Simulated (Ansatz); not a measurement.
Levels about the gap of amorphous Si24O47H2 (73 atoms in a cell of 1057 Å³, 2.24 g/cm³; zone centre alone, so wide bands show as single levels with stretches between that a denser mesh fills), at the geometry that PBE relaxed, where it gives 0.2 GPa on a denser mesh. The participation number counts the atoms over which a state spreads; weights are charges in smoothed Voronoi cells. The levels come from a single point, so bond lengths are those of that geometry. Method of the levels: PBE, scalar-relativistic without spin-orbit coupling (Ansatz, a quantum-chemistry and plane-wave program). Sampling: the zone centre alone; Fermi-Dirac width 0.02 eV; no spin polarisation. The usual formal charges leave 4 electrons over, so the level spacing at the Fermi energy parts defect or band states and needn't be the band gap. At PBE the levels at the filled edge of the gap are localised (band-tail or defect states).

The cell was made by melting and quenching with the CHGNet potential and then relaxed with DFT. O atoms were pushed apart under 1.9 Å during the dynamics, to hinder bonds among them. The hot cell started wider than the set density and was brought back towards it in steps. It is the lowest in DFT energy of 2 quenches. It is a model cell: composition and starting density were chosen by hand, and all elements were melted together. No dispersion term was used. Its density started from a set value of 2.24 and ended at 2.24 g/cm³. The quench (nominally 780 K/ps over its main leg) was far faster than any real one, so the model tends to hold more defects than a real film. Values belong to this one cell and scatter from quench to quench. The volume was held where the preparation left it and the shape relaxed, at a PBE pressure of 0.2 GPa. On a 2×2×2 Γ-centred mesh force components of up to 0.14 eV/Å stay, since the relaxation ran on the zone centre alone.

```
E - E(highest filled), eV  filling  participation number        largest on  weight O  weight Si  weight H
-------------------------  -------  --------------------  ----------------  --------  ---------  --------
-3.80                       filled                   8.2   O, 2 neighbours      0.93       0.05      0.02
-3.52                       filled                   3.2   O, 2 neighbours      0.93       0.06      0.00
-3.29                       filled                   3.3   O, 2 neighbours      0.92       0.08      0.00
-3.05                       filled                   2.2   O, 2 neighbours      0.93       0.07      0.00
-0.92                       filled                   5.2  Si, 3 neighbours      0.36       0.64      0.00
0.00                        filled                   4.5  Si, 3 neighbours      0.34       0.66      0.00
1.13                         empty                  56.5   O, 3 neighbours      0.64       0.33      0.03
2.23                         empty                  25.9   O, 3 neighbours      0.62       0.37      0.01
2.69                         empty                  43.6   O, 3 neighbours      0.61       0.36      0.03
2.78                         empty                  30.0  Si, 4 neighbours      0.61       0.35      0.04
2.92                         empty                  43.5   H, 1 neighbours      0.62       0.29      0.09
3.15                         empty                  39.6   O, 2 neighbours      0.64       0.35      0.01
3.20                         empty                  46.8   H, 1 neighbours      0.65       0.25      0.10
```

Most localised among these is the filled level at -3.05 eV, on a O atom, which has 2 neighbours (Si 1.68 Å, Si 1.73 Å).
